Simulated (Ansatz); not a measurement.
CdTe: carrier doping

Take CdTe in the zinc blende structure (space group F-43m, No. 216; a = 6.619 Å) as the base.

Carriers are added at fixed cell with a uniform background; the Fermi–Dirac width is that of 300 K.

The values are results of Kohn–Sham DFT with the PBE functional, run in Ansatz (a quantum-chemistry and plane-wave program) with PAW and 420 eV plane waves, no SOC, earlier PAW set, not measurements.

Notes on the quantities. Fermi level from band edge: Fermi level relative to the doped band's edge (positive inside the band; to 0.05 eV).

```csv
case,gap between the host's bands,Fermi level from band edge
undoped,0.58 eV,–
electrons 5.0×10^20 cm⁻³,0.57 eV,+1.15 eV
electrons 7.0×10^20 cm⁻³,0.57 eV,+1.25 eV
electrons 1.0×10^21 cm⁻³,0.57 eV,+1.30 eV
electrons 2.0×10^21 cm⁻³,0.55 eV,+1.45 eV
holes 5.0×10^20 cm⁻³,0.60 eV,[?]
holes 7.0×10^20 cm⁻³,0.61 eV,+0.15 eV
holes 1.0×10^21 cm⁻³,0.62 eV,[?]
holes 2.0×10^21 cm⁻³,0.65 eV,+0.30 eV
```

Problem. What belongs in the blanks?

Solution. 
- holes 5.0×10^20 cm⁻³, Fermi level from band edge: +0.10 eV
- holes 1.0×10^21 cm⁻³, Fermi level from band edge: +0.20 eV

Charged cell with a jellium background: band edges are those of the host's band count, energies are not comparable with the neutral cell, and many-body gap narrowing is missing. With Te present, leaving out spin-orbit coupling can change the band edges. Stability against distortions was not tested.
